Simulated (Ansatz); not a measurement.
Start from Au in the hcp (Mg type) structure (space group P6_3/mmc, No. 194; a = 2.862 Å, c = 4.802 Å).

Calculations: PBEsol (Ansatz, a first-principles code, PAW, no spin-orbit coupling).

Base values:

| Item | Result |
|---|---|
| Volume per atom | 17.03 Å³ |
| Band gap | zero |

Now apply this change: a hydrostatic pressure of 0.3 GPa.

Problem. What does the calculation give for the volume per atom and band gap after the change?

Solution. The volume per atom decreases by 0.029 Å³, from 17.03 Å³ to 17.01 Å³; the band gap remains zero.

Load acts through the strain it causes; cell and atoms are relaxed under it. Whether these cells are dynamically stable was not tested. The base started in Cmcm and relaxed to P6_3/mmc at this level. This is not the structure that Au has at room temperature and ambient pressure.
